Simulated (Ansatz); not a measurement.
Levels about the gap of amorphous Si24O50Zr (75 atoms in a cell of 1111 Å³, 2.34 g/cm³; zone centre alone, so wide bands show as single levels with stretches between that a denser mesh fills), at the geometry that PBE relaxed, where it gives 0.0 GPa on a denser mesh. The participation number counts the atoms over which a state spreads; weights are charges in smoothed Voronoi cells. The levels come from a single point, so bond lengths are those of that geometry. Method of the levels: PBE, scalar-relativistic without spin-orbit coupling (Ansatz, an electronic-structure program). Sampling: the zone centre alone; Fermi-Dirac width 0.02 eV; no spin polarisation. At PBE the levels at the filled edge of the gap are localised (band-tail or defect states), and the nearest spread-out levels lie 5.2 eV apart at the zone centre.

The cell was made by melting and quenching with the CHGNet potential and then relaxed with DFT. O atoms were pushed apart under 1.9 Å during the dynamics, to hinder bonds among them. The hot cell started wider than the set density and was brought back towards it in steps. It is the lowest in DFT energy of 2 quenches. It is a model cell: composition and starting density were chosen by hand, and all elements were melted together. No dispersion term was used. Its density started from a set value of 2.31 and ended at 2.34 g/cm³. Cooling (nominally 320 K/ps over its main leg) ran many orders faster than in experiment, which tends to leave more defects and strain. A cell of this size samples the disorder only roughly. Volume and shape were free in the relaxation.

```
E - E(highest filled), eV  filling  participation number        largest on  weight O  weight Zr  weight Si
-------------------------  -------  --------------------  ----------------  --------  ---------  ---------
-1.07                       filled                  14.4   O, 2 neighbours      0.94       0.02       0.04
-0.95                       filled                   7.3   O, 2 neighbours      0.95       0.02       0.04
-0.86                       filled                   5.2   O, 2 neighbours      0.95       0.02       0.04
-0.71                       filled                   2.8   O, 2 neighbours      0.95       0.01       0.04
-0.53                       filled                   4.5   O, 2 neighbours      0.95       0.02       0.04
-0.45                       filled                   4.3   O, 2 neighbours      0.95       0.01       0.04
0.00                        filled                   2.5   O, 2 neighbours      0.96       0.01       0.04
4.00                         empty                  43.3  Si, 4 neighbours      0.66       0.02       0.32
4.72                         empty                   2.4  Zr, 5 neighbours      0.32       0.63       0.05
5.06                         empty                   2.6  Zr, 5 neighbours      0.33       0.61       0.07
5.30                         empty                   7.7  Zr, 5 neighbours      0.46       0.33       0.21
5.48                         empty                  31.4  Zr, 5 neighbours      0.60       0.12       0.29
5.53                         empty                  20.5  Zr, 5 neighbours      0.54       0.15       0.31
5.90                         empty                  39.3  Si, 4 neighbours      0.62       0.02       0.36
```

Most localised among these is the empty level at +4.72 eV, on a Zr atom, which has 5 neighbours (O 2.01 Å, O 2.01 Å, O 2.02 Å, O 2.14 Å, O 2.18 Å).
